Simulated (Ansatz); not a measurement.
## The (110) surface of bixbyite In2O3 in its 1x1 cell (cut with top plane 3 In + 3 O, bottom plane 3 In + 3 O), outermost plane spacing 0.09 Å in the ideal cut

All values below come from PBE (plane waves to 420 eV, PAW; Ansatz, a first-principles code).

Set-up: 70 atoms, In28O42, 11.4 Å thick at the start; mesh 3x3x1; 0.025 eV smearing; dipole correction on; all atoms relaxed; held to the start's symmetry, so lower structures may exist; no spin, no spin-orbit, no U.

| Item | Value |
|---|---|
| surface energy (mean of both faces) | 1.04 J/m² |
| surface energy before relaxation | 1.36 J/m² |
| gap of the slab on its k-mesh | 0.78 eV |
| highest filled level below the top vacuum level | 5.88 eV |
| energy released by relaxation | 2.96 eV |
| cost | very roughly 40 core-minutes |
